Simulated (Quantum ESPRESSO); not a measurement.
```
CELL_PARAMETERS angstrom
      1.90699    -1.90699     2.69688
      1.90699     1.90699     2.69688
     -1.90699    -1.90699     2.69688
ATOMIC_POSITIONS crystal
  Si 0.50000 0.75000 0.25000
  Si 0.50000 0.25000 0.75000
  Ni 0.01854 0.99073 0.99073
```

Method: PBE, PSlibrary ultrasoft (PBE, semicore) pseudopotentials (plane waves; Quantum ESPRESSO 7.5).

The set-up and first iterations of a Quantum ESPRESSO log for NiSi2 (I4mm, 3 atoms in the cell):

```
     file Ni.pbe-spn-rrkjus_psl.1.0.0.UPF: wavefunction(s)  3P 3D renormalized
     G-vector sticks info
     --------------------
     sticks:   dense  smooth     PW     G-vecs:    dense   smooth      PW
     Sum         823     547    199                15473     8393    1759

     bravais-lattice index     =            7
     lattice parameter (alat)  =       7.2074  a.u.
     unit-cell volume          =     264.7365 (a.u.)^3
     number of atoms/cell      =            3
     number of atomic types    =            2
     number of electrons       =        26.00
     number of Kohn-Sham states=           17
     kinetic-energy cutoff     =      38.0000  Ry
     charge density cutoff     =     228.0000  Ry
     scf convergence threshold =      1.0E-09
     mixing beta               =       0.7000
     number of iterations used =            8  plain     mixing
     Exchange-correlation= PBE
   [... lines left out ...]
     Ni               18.00    58.69340     Ni( 1.00)

      4 Sym. Ops. (no inversion) found

     point group C_2v (mm2)
     there are  4 classes
   Cartesian axes

     site n.     atom                  positions (alat units)
         1        Si     tau(   1) = (   0.0000000  -0.5000000   0.3535534  )
         2        Si     tau(   2) = (   0.0000000  -1.5000000   1.0606602  )
         3        Ni     tau(   3) = (   0.0092700  -0.0092700   0.0000000  )

   Crystallographic axes

     site n.     atom                  positions (cryst. coord.)
         1        Si     tau(   1) = (  0.5000000 -0.2500000  0.2500000  )
         2        Si     tau(   2) = (  1.5000000 -0.7500000  0.7500000  )
         3        Ni     tau(   3) = (  0.0185400 -0.0092700 -0.0092700  )

     number of k points=    18  Gaussian smearing, width (Ry)=  0.0073
                       cart. coord. in units 2pi/alat
        k(    1) = (   0.0000000   0.0000000   0.0000000), wk =   0.0312500
        k(    2) = (  -0.2500000   0.0000000   0.1767767), wk =   0.2500000
        k(    3) = (   0.5000000   0.0000000  -0.3535534), wk =   0.1250000
   [... 15 lines left out ...]

     Dense  grid:    15473 G-vectors     FFT dimensions: (  36,  36,  36)

     Smooth grid:     8393 G-vectors     FFT dimensions: (  30,  30,  30)

     Initial potential from superposition of free atoms

     starting charge      25.9987, renormalised to      26.0000
     Self-consistent Calculation

     iteration #  1     ecut=    38.00 Ry     beta= 0.70

---- Real-time Memory Report at c_bands before calling an iterative solver
            96 MiB given to the printing process from OS
            22 MiB allocation reported by mallinfo(arena+hblkhd)
------------------

     Threshold (ethr) on eigenvalues was too large:
     Diagonalizing with lowered threshold

---- Real-time Memory Report at c_bands before calling an iterative solver
           103 MiB given to the printing process from OS
            26 MiB allocation reported by mallinfo(arena+hblkhd)
------------------

     total energy              =    -361.63217271 Ry
     estimated scf accuracy    <       0.19320604 Ry

     iteration #  2     ecut=    38.00 Ry     beta= 0.70

---- Real-time Memory Report at c_bands before calling an iterative solver
           106 MiB given to the printing process from OS
            29 MiB allocation reported by mallinfo(arena+hblkhd)
------------------

     total energy              =    -361.46059682 Ry
     estimated scf accuracy    <       1.46358393 Ry

     iteration #  3     ecut=    38.00 Ry     beta= 0.70

---- Real-time Memory Report at c_bands before calling an iterative solver
           107 MiB given to the printing process from OS
            29 MiB allocation reported by mallinfo(arena+hblkhd)
------------------

     total energy              =    -361.67939058 Ry
     estimated scf accuracy    <       0.14530150 Ry
```

**Question.** Will this run converge, and how will it end?

**Answer.** The run ended unconverged after 100 iterations. It gives no final result for the task that was set. The log goes on:

```
   [... 95 blocks of this kind left out ...]

     iteration # 99     ecut=    38.00 Ry     beta= 0.70

---- Real-time Memory Report at c_bands before calling an iterative solver
           108 MiB given to the printing process from OS
            31 MiB allocation reported by mallinfo(arena+hblkhd)
------------------

     total energy              =    -361.68481562 Ry
     estimated scf accuracy    <       0.01602983 Ry

     iteration #100     ecut=    38.00 Ry     beta= 0.70

---- Real-time Memory Report at c_bands before calling an iterative solver
           108 MiB given to the printing process from OS
            31 MiB allocation reported by mallinfo(arena+hblkhd)
------------------

     total energy              =    -361.67616818 Ry
     estimated scf accuracy    <       0.02549142 Ry
     End of self-consistent calculation

     convergence NOT achieved after 100 iterations: stopping

   JOB DONE.
```

The starting cell has typed, rounded lattice constants, without a prior relaxation at this level. Its lattice was rescaled by up to half a per cent. One atom was moved a little off its site on purpose.

The run was DFT, PBE, plane waves, PSlibrary ultrasoft (PBE, semicore) pseudopotentials. Main settings of its input:

```
setting                                                                         value
-----------  ------------------------------------------------------------------------
ecutwfc                                                                         38 Ry
ecutrho                                                                        228 Ry
occupations                                                                  smearing
smearing                                                                     gaussian
degauss                                                                  0.0073499 Ry
potentials   {Si: Si.pbe-n-rrkjus_psl.1.0.0.UPF, Ni: Ni.pbe-spn-rrkjus_psl.1.0.0.UPF}
K_POINTS                                                        automatic 4 4 4 0 0 0
conv_thr                                                                     1e-09 Ry
mixing_beta                                                                       0.7
```
